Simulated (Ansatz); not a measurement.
Base system: HfO2 (space group P2_1/c, No. 14; a = 5.096 Å, b = 5.178 Å, c = 5.272 Å, α = 90.00°, β = 99.62°, γ = 90.00°).

Level of theory: PBEsol (Ansatz, a first-principles code, PAW, without spin-orbit coupling), earlier PAW set.

For the base:

```
Quantity                   Result
---------------  ----------------
Band gap                  3.97 eV
Volume per atom          11.43 Å³
Gap character    indirect, Γ → Y₂
```

Modification: a hydrostatic pressure of 9 GPa.

### Question
Estimate the effect on the band gap.

### Answer
The band gap goes up by 0.397 eV to 4.36 eV.

### Question
Estimate the effect on the volume per atom.

### Answer
The volume per atom decreases by 0.595 Å³ to 10.83 Å³.

### Question
What does the calculation give for the gap character after the change?

### Answer
The gap character changes from indirect, Γ → Y₂ to indirect, Γ–A (29 % along) → Y₂.

With Hf present, leaving out spin-orbit coupling can change the band edges. Load acts through the strain it causes; cell and atoms are relaxed under it. Whether these cells are dynamically stable was not tested. No other phases were tried under pressure.
